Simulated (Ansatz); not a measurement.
Reference: MgO (Fm-3m), PBEsol, rigid bands (plane waves, PAW, scalar-relativistic; Ansatz, a quantum-chemistry and plane-wave program); axes and stresses refer to this cell.

```xyz
2
Lattice="0.0000 2.1074 2.1074 2.1074 0.0000 2.1074 2.1074 2.1074 0.0000" Properties=species:S:1:pos:R:3 pbc="T T T"
Mg     0.0000     0.0000     0.0000
O      2.1074     2.1074     2.1074
```

The Seebeck coefficient, p-type 1e19 cm⁻³ is 508 μV/K. The Seebeck coefficient, n-type 1e19 cm⁻³ comes out as -171 μV/K and the hole conductivity mass is 2.3 mₑ.

### Question
Change: functional r2SCAN on the same cell. What happens to Seebeck coefficient, p-type 1e19 cm⁻³, Seebeck coefficient, n-type 1e19 cm⁻³, hole conductivity mass?

### Answer
Seebeck coefficient, p-type 1e19 cm⁻³ moves little, to 506 μV/K; Seebeck coefficient, n-type 1e19 cm⁻³ grows in size to -178 μV/K; hole conductivity mass moves little, to 2.3 mₑ.

Masses are for dilute carriers at 300 K, harmonic means over directions unless an axis is named. Seebeck coefficients are for the stated density at 300 K, with one relaxation time for all states and whether or not that doping can be reached. Spin-orbit coupling is left out unless a row names it.
